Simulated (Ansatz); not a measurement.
Consider SnF4 (space group I4/mmm, No. 139; a = 4.077 Å, c = 7.867 Å; layered, stacked along the Cartesian y axis).

Level of theory: DFT with r2SCAN, PAW potentials and a 500 eV plane-wave cutoff in Ansatz (a program for electronic structure), no spin-orbit coupling, earlier PAW set.

Base values:

- Band gap = 4.22 eV
- Lattice parameter a = 4.077 Å
- Gap character = indirect, X → Γ

Now apply this change: Te takes the place of Sn on all its sites; the structure is relaxed again.

### Question
Estimate the effect on the band gap.

### Answer
The band gap drops by 2.988 eV (4.22 eV → 1.24 eV).

### Question
How does this affect the lattice parameter a?

### Answer
The lattice parameter a rises by 0.221 Å (4.077 Å → 4.298 Å).

### Question
How does this affect the gap character?

### Answer
The gap character becomes direct at X (base: indirect, X → Γ).

Spin-orbit coupling, missing from the scalar runs, can matter with Te. No phonon test of stability was made. As relaxed here, TeF4 is a hypothetical phase, not in the database extracts checked. No dispersion term is included, though the crystal is made of layers, chains or molecules, so its spacings can come out too wide.
